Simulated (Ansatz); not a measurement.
PBE against PBEsol: hypothetical rock salt BN, holes 7.0×10^21 cm⁻³

The reference is BN in the rock salt structure (space group Fm-3m, No. 225; a = 3.503 Å; a hypothetical phase, not in the database extracts checked).

(Cell as relaxed with PBE.)

Levels (all Ansatz, a first-principles code, PAW): PBE (420 eV, no SOC); PBEsol (420 eV, without spin-orbit coupling).

Each level relaxes its own structure.

```tsv
base	PBE	PBEsol
volume per atom	5.38 Å³	5.28 Å³
lattice parameter a	3.503 Å	3.483 Å
band gap	1.13 eV	1.29 eV
```

Perturbation: holes 7.0×10^21 cm⁻³, on a uniform background at fixed cell.

| quantity | PBE | PBEsol |
|---|---|---|
| shift of the gap caused by the change | +0.11 eV | ___ |
| gap between the host's bands | 1.24 eV | ___ |
| gap character | indirect, a point along ⟨110⟩, about 0.8 Å⁻¹ from Γ → X | ___ |
| Fermi level relative to the doped band's edge (positive inside the band; to 0.05 eV) | +0.35 eV | ___ |

### Question
What does PBEsol give?

### Answer

- shift of the gap caused by the change, PBEsol: +0.11 eV
- gap between the host's bands, PBEsol: 1.39 eV
- gap character, PBEsol: indirect, a point along ⟨110⟩, about 0.8 Å⁻¹ from Γ → X
- Fermi level relative to the doped band's edge (positive inside the band; to 0.05 eV), PBEsol: +0.40 eV

PBE's gap between the host's bands lies 0.156 eV below PBEsol's; the two agree on the shift of the gap caused by the change and gap character. Neither level is exact; PBEsol is the comparison here, not a measurement.

Carriers are added with a uniform compensating background; total energy and stress of such cells depend on the potential's zero and are not compared; many-body gap narrowing is missing at this level. Whether these cells are dynamically stable was not tested.
